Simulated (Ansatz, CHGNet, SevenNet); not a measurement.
# InSe (P6₃/mmc, No. 194, 8 atoms in the cell; start mp-20485; a measured phase of this formula has another space group): properties by level of theory

```tsv
level (code)	equilibrium lattice constant a (Å)	lattice parameter c (Å)
CHGNet-r²SCAN	4.146	16.820
SevenNet-0	4.089	17.682
PBEsol (Ansatz)	4.006	17.004
PBE-D3(BJ) (Ansatz)	4.032	16.761
PBE-D4 (Ansatz)	4.029	16.723
```

Caveats: the relaxation could not lower the start's symmetry, so the cell can be a saddle point above a distorted one (CHGNet-r²SCAN, SevenNet-0, PBEsol, PBE-D3(BJ), PBE-D4). Ansatz's density-functional and Hartree–Fock values are scalar-relativistic unless marked +SOC, with PAW data made under PBE.

Static lattice: no zero-point or thermal effects.

A start named mp-… is a Materials Project structure, which need not be a measured phase.

Ansatz is an electronic-structure program.
